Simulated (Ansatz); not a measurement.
System: CsCl-type CaO (model structure). Method: PBE0 in Ansatz (PAW).

Numerical settings: plane-wave cutoff 500 eV, 10×10×10 k mesh, Fermi–Dirac smearing 0.05 eV, scalar-relativistic PAW data made under PBE.

Cell (relaxed with r²SCAN):

Space group Pm-3m (No. 221); a = 2.9031 Å, b = 2.9031 Å, c = 2.9031 Å, α = 90.00°, β = 90.00°, γ = 90.00°

```tsv
atom	site	symmetry	x	y	z
Ca	1a	m-3m	0.0000	0.0000	0.0000
O	1b	m-3m	0.5000	0.5000	0.5000
```

Question: Give the computed band gap.

Answer: 
band gap: 5.22 eV (on the SCF k mesh)

Note: exact exchange on metals is sensitive to the k mesh and can open a false gap; the relaxation could raise the start's symmetry but not lower it, so the cell can be a saddle point; cell and atoms aren't relaxed at this level (pressure 0.4 GPa).

Computing time: very roughly 70 core-seconds.

A model structure was made by putting elements into a prototype or built by hand; it is no filed structure, need not be a known phase, and can be a saddle point held by its symmetry.

Ansatz is a first-principles code.
